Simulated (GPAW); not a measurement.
A self-consistent single point of ZnIn₂SnAs₄ (I-42m, 8 atoms in the cell) with GPAW

Computed with PBEsol, GPAW PAW datasets PBEsol (made by gpaw-setup) (plane waves; GPAW).

This input was run:

```python
from ase import Atoms
from ase.units import GPa
from gpaw import GPAW, PW

atoms = Atoms(['Zn', 'In', 'In', 'Sn', 'As', 'As', 'As', 'As'],
              cell=[[-3.079899, 3.079899, 6.124666],
                    [3.079899, -3.079899, 6.124666],
                    [3.079899, 3.079899, -6.124666]],
              scaled_positions=[[0.000000, 0.000000, 0.000000],
                                [0.750000, 0.250000, 0.500000],
                                [0.250000, 0.750000, 0.500000],
                                [0.500000, 0.500000, 0.000000],
                                [0.120100, 0.120100, 0.478280],
                                [0.879900, 0.358180, 0.000000],
                                [0.641820, 0.641820, 0.521720],
                                [0.358180, 0.879900, 0.000000]],
              pbc=True)

calc = GPAW(mode=PW(850),
            xc='PBEsol',
            kpts=(5, 5, 5),
            occupations={'name': 'marzari-vanderbilt', 'width': 0.2},
            nbands=-14,
            convergence={'density': 1e-05},
            symmetry={'symmorphic': False, 'tolerance': 0.0005},
            maxiter=120,
            txt='-')

atoms.calc = calc

energy = atoms.get_potential_energy()
print('Energy (eV):', round(energy, 6))
forces = atoms.get_forces()
print('Forces (eV/Ang):')
print(forces.round(5))
stress = atoms.get_stress()
print('Stress (GPa, Voigt):', (stress / GPa).round(4))
```

Output, abridged:

```
Input parameters:
  convergence: {density: 1e-05}
  kpts: [5 5 5]
  maxiter: 120
  mode: {ecut: 850.0,
         name: pw}
  nbands: -14
  occupations: {name: marzari-vanderbilt,
                width: 0.2}
  symmetry: {symmorphic: False,
             tolerance: 0.0005}
  xc: PBEsol

species:
  Zn:
    name: Zinc
    Z: 30.0
    valence: 12
    core: 18
    charge: 0.0
    file: Zn.PBEsol.gz

    # Using partial waves for Zn as LCAO basis

  In:
    name: Indium
    Z: 49.0
    valence: 13
    core: 36
    charge: 0.0
    file: In.PBEsol.gz

    # Using partial waves for In as LCAO basis

  Sn:
    name: Tin
    Z: 50.0
    valence: 14
    core: 36
    charge: 0.0
    file: Sn.PBEsol.gz

    # Using partial waves for Sn as LCAO basis

  As:
    name: Arsenic
    Z: 33.0
    valence: 5
    core: 28
    charge: 0.0
    file: As.PBEsol.gz

    # Using partial waves for As as LCAO basis

Reference energy: -782401.639718  # eV

Spin-paired calculation

Convergence criteria:
 Maximum [total energy] change in last 3 cyles: 0.0005 eV / valence electron
 Maximum integral of absolute [dens]ity change: 1e-05 electrons / valence electron
 Maximum integral of absolute [eigenst]ate change: 4e-08 eV^2 / valence electron
 Maximum number of scf [iter]ations: 120

Symmetries present (total): 8
Symmetries with fractional translations: 0
125 k-points: 5 x 5 x 5 Monkhorst-Pack grid
18 k-points in the irreducible part of the Brillouin zone
       k-points in crystal coordinates                weights
   0:     0.00000000    0.00000000    0.00000000          1/125
   1:     0.20000000   -0.20000000    0.00000000          4/125
   2:     0.20000000   -0.20000000    0.20000000          4/125
   [... 7 lines left out ...]
          ...
  17:     0.40000000    0.40000000    0.40000000          8/125

Wave functions: Plane wave expansion
  Cutoff energy: 850.000 eV
  Number of coefficients (min, max): 13053, 13125
  Pulay-stress correction: 0.000000 eV/Ang^3 (de/decut=0.000000)

Occupation numbers: Marzari-Vanderbilt:
  width: 0.2000  # eV

Eigensolver

Densities:
  Coarse grid: 54*54*54 grid
  Fine grid: 108*108*108 grid
  Total Charge: 0.000000

Density mixing:
  Method: separate
  Backend: pulay
  Linear mixing parameter: 0.05
  old densities: 5
  Damping of long wavelength oscillations: 50

Hamiltonian:
  XC and Coulomb potentials evaluated on a 108*108*108 grid
  External potential:
    NoExternalPotential

XC parameters: PBEsol with 2 nearest neighbor stencil

Number of atoms: 8
Number of atomic orbitals: 52
Number of bands in calculation: 50
Number of valence electrons: 72
Bands to converge: occupied

Density initialized from atomic densities
  50 bands from LCAO basis set

Atomic positions and initial magnetic moments

Positions:
   0 Zn     0.000000    0.000000    0.000000    ( 0.0000,  0.0000,  0.0000)
   1 In     0.000000    3.079899    3.062333    ( 0.0000,  0.0000,  0.0000)
   2 In     3.079899    0.000000    3.062333    ( 0.0000,  0.0000,  0.0000)
   3 Sn     0.000000    0.000000    6.124666    ( 0.0000,  0.0000,  0.0000)
   4 As     1.473054    1.473054   -1.458160    ( 0.0000,  0.0000,  0.0000)
   5 As    -1.606845    1.606845    7.582826    ( 0.0000,  0.0000,  0.0000)
   6 As     1.606845    1.606845    4.666506    ( 0.0000,  0.0000,  0.0000)
   7 As     1.606845   -1.606845    7.582826    ( 0.0000,  0.0000,  0.0000)

Unit cell:
           periodic     x           y           z      points  spacing
  1. axis:    yes   -3.079899    3.079899    6.124666    54     0.1019
  2. axis:    yes    3.079899   -3.079899    6.124666    54     0.1019
  3. axis:    yes    3.079899    3.079899   -6.124666    54     0.0807

  Lengths:   7.515523   7.515523   7.515523
  Angles:  131.614828 131.614828  70.838048

Effective grid spacing dv^(1/3) = 0.1139

     iter     time        total  log10-change:
                         energy   eigst   dens
iter:   1 --:--:--   -34.630221
iter:   2 --:--:--   -34.606655   -1.00  -1.21
iter:   3 --:--:--   -34.086659   -1.64  -1.24
iter:   4 --:--:--   -34.116962   -1.93  -1.47
iter:   5 --:--:--   -34.048499   -2.14  -1.67
iter:   6 --:--:--   -34.047320   -3.49  -2.55
iter:   7 --:--:--   -34.037510c  -3.82  -2.57
iter:   8 --:--:--   -34.032887c  -3.17  -2.68
iter:   9 --:--:--   -34.032782c  -4.58  -3.03
iter:  10 --:--:--   -34.032554c  -5.44  -3.13
iter:  11 --:--:--   -34.032708c  -5.28  -3.26
iter:  12 --:--:--   -34.032734c  -6.29  -3.41
iter:  13 --:--:--   -34.032618c  -5.67  -3.42
iter:  14 --:--:--   -34.032555c  -5.67  -3.43
iter:  15 --:--:--   -34.032557c  -5.88  -3.49
iter:  16 --:--:--   -34.032506c  -5.59  -3.79
iter:  17 --:--:--   -34.032504c  -6.52  -3.86
iter:  18 --:--:--   -34.032504c  -7.95c -4.06
iter:  19 --:--:--   -34.032500c  -6.57  -4.11
iter:  20 --:--:--   -34.032499c  -8.15c -4.63
iter:  21 --:--:--   -34.032499c  -8.96c -4.86
iter:  22 --:--:--   -34.032499c  -8.90c -4.90
iter:  23 --:--:--   -34.032499c  -9.53c -5.05c

Converged after 23 iterations.

Dipole moment: (0.000000, -0.000000, -0.000000) |e|*Ang

Energy contributions relative to reference atoms: (reference = -782401.639718)

Kinetic:        +43.212074
Potential:      -43.055631
External:        +0.000000
XC:             -34.409068
Entropy (-ST):   +0.015809
Local:           +0.204316
SIC:             +0.000000
--------------------------
Free energy:    -34.032499
Extrapolated:   -34.032499

Showing only first 2 kpts
 Kpt  Band  Eigenvalues  Occupancy
  0    34      3.77725    0.59713
  0    35      3.77725    0.59713
  0    36      3.78047    0.57822
  0    37      5.20984    0.00000

  1    34      3.12819    2.00201
  1    35      3.64152    1.56084
  1    36      4.84712    0.00000
  1    37      5.53928    0.00000

Fermi level: 3.74539

No gap
No difference between direct/indirect transitions
Energy (eV): -34.032499

Forces in eV/Ang:
  0 Zn   -0.00000    0.00000    0.00000
  1 In    0.00000    0.00000    0.00000
  2 In    0.00000    0.00000    0.00000
  3 Sn    0.00000   -0.00000    0.00000
  4 As    0.03274    0.03274   -0.08023
  5 As    0.03274   -0.03274    0.08023
  6 As   -0.03274   -0.03274   -0.08023
  7 As   -0.03274    0.03274    0.08023

Stress tensor:
     0.027667    -0.000000    -0.000000
    -0.000000     0.027667     0.000000
    -0.000000     0.000000     0.025562
Stress (GPa, Voigt): [ 4.4328  4.4328  4.0955  0.     -0.     -0.    ]
```

The run converged in 23 iterations. GPAW prints stress with tension positive.

The starting cell comes from a database of computed structures (which also holds hypothetical and non-ambient phases and stackings), without a prior relaxation at this level. Its lattice was rescaled by a random factor within 2.5 % of one. With a pressure of about -4 GPa the cell is away from its equilibrium volume at this level. The run gives no clean gap (levels at the Fermi energy touch, overlap or are partly filled at this smearing), which alone does not show that the compound is a metal.

Cost on one core of a shared machine: roughly 10 min.
